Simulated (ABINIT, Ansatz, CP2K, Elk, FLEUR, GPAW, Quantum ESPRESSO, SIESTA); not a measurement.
One structure in several programs: Tl (P6_3/mmc, 2 atoms in the cell)

Self-consistent single point, at a second geometry (lattice scaled by 0.98). First geometry:

```
Tl
1.0
    3.56519     0.00000     0.00000
   -1.78259     3.08754     0.00000
    0.00000     0.00000     5.75610
Tl
2
Direct
  0.33333   0.66667   0.25000
  0.66667   0.33333   0.75000
```

Shared settings, as Ansatz (a program for electronic structure) writes them: kpoints.mp_grid.grid = 9 9 5; scf.occupations.method = fermi_dirac; scf.occupations.width = 0.05 eV. Potentials and cutoffs stand in the table.

```json
[
 {"code": "GPAW", "model": "PBE, GPAW PAW datasets PBE (gpaw-data 1.0.1)", "ΔF from the first geometry (meV/atom)": "5.5", "pressure (GPa)": "1.32", "cutoff": "550 eV"},
 {"code": "Elk", "model": "PBE, all-electron FP-LAPW, Elk's shipped species files, APW+lo basis with extra local orbitals", "ΔF from the first geometry (meV/atom)": "8.7", "pressure (GPa)": "–", "cutoff": "rgkmax 8"},
 {"code": "CP2K", "model": "PBE, GPW, DZVP-MOLOPT-SR-GTH basis, GTH-PBE potentials (GTH_POTENTIALS)", "ΔF from the first geometry (meV/atom)": "15.2", "pressure (GPa)": "2.34", "cutoff": "grid 500 Ry"},
 {"code": "Ansatz", "model": "PBE, PAW files", "ΔF from the first geometry (meV/atom)": "8.7", "pressure (GPa)": "1.71", "cutoff": "420 eV"},
 {"code": "Quantum ESPRESSO", "model": "PBE, PseudoDojo standard norm-conserving (PBE) pseudopotentials", "ΔF from the first geometry (meV/atom)": "7.2", "pressure (GPa)": "1.58", "cutoff": "65 Ry"},
 {"code": "ABINIT", "model": "PBE, norm-conserving pseudopotentials (PseudoDojo nc-sr-05 PBE standard)", "ΔF from the first geometry (meV/atom)": "7.2", "pressure (GPa)": "1.57", "cutoff": "30 Ha"},
 {"code": "SIESTA", "model": "GGA PBE, numerical atomic orbitals DZP, PseudoDojo PBE standard norm-conserving potentials (rewritten from UPF to PSML)", "ΔF from the first geometry (meV/atom)": "5.9", "pressure (GPa)": "1.46", "cutoff": "grid 400 Ry"},
 {"code": "FLEUR", "model": "PBE, all-electron FLAPW (FLEUR), scalar-relativistic valence", "ΔF from the first geometry (meV/atom)": "9.3", "pressure (GPa)": "–", "cutoff": "Kmax 3.8 1/bohr"}
]
```

A dash marks a value that a program does not give, or that is left out as unsure.

On Ansatz's run: spin-orbit coupling is off.

The spread over the programs that give each value: ΔF from the first geometry within 9.7 meV/atom; pressure within 1.02 GPa.

CP2K and SIESTA use small atom-centred bases, whose incompleteness enters pressures, forces and empty levels differently from a plane-wave cutoff. Elk and FLEUR treat all electrons, but the usual bases taken here (sphere radii, linearisation, local orbitals, empty states) were not tested for convergence, so the values are no reference for the others. Ansatz's pressure is given at a fixed set of plane waves, as the other plane-wave codes print theirs.

The starting cell comes from a database of computed structures (which also holds hypothetical and non-ambient phases and stackings), without a prior relaxation at this level. Its lattice was rescaled by a random factor within 2.5 % of one. For this run, on top of that: lattice scaled by 0.98.

Keys are those of Ansatz 0.2.
